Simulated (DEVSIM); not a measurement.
Device: abrupt GaAs p-n junction, at 300 K.

Layer 1 from the left is GaAs, thickness (μm) 9.30, Na (cm⁻³) 1.4e16, τn (s) 1.8e-7, τp (s) 6.1e-9. Layer 2 from the left is GaAs, thickness (μm) 26.0, Nd (cm⁻³) 9.8e14, τn (s) 6.1e-9, τp (s) 6.1e-9.

Left contact: ohmic. Right contact: ohmic. Voltage is applied to the left contact. Recombination: SRH at mid-gap, radiative, Auger. Mobility is constant in doping.

Constants are typed, rounded textbook-type inputs, not results; the design itself was drawn at random and stands for no fabricated device. Values at 300 K.

GaAs: gap (eV) 1.424, affinity (eV) 4.07, permittivity 12.9, Nc (cm⁻³) 4.7e17, Nv (cm⁻³) 9e18, μn (cm²/Vs) 8500, μp (cm²/Vs) 400, B (cm³/s) 2e-10, Cn (cm⁶/s) 1e-30, Cp (cm⁶/s) 1e-30.

Problem. Estimate by hand the built-in potential, the peak field at zero bias, the capacitance at -3 V, and compare with a numerical solution.

Solution. 
- Built-in potential: ni = √(Nc Nv) exp(−Eg/2kT) = 2250000 cm⁻³ with Eg = 1.424 eV; Vbi = kT/q ln(Na Nd/ni²) = 1.097 V; numerical 1.097 V.
- Peak field at zero bias: depletion approximation: W = √(2εVbi/(qN)) = 1.31 μm with N = 9.16e14 cm⁻³; field = 2Vbi/W = 16800 V/cm; numerical 16500 V/cm (estimate above by 1.9 %).
- Capacitance at -3 V: C = √(qεN / 2(Vbi + |V|)) = 4.52 nF/cm²; numerical 4.55 nF/cm² (estimate below by 0.63 %).

Simulated with DEVSIM: 1D drift-diffusion, Boltzmann statistics, complete ionisation; no tunnelling, impact ionisation, image-force lowering or self-heating.
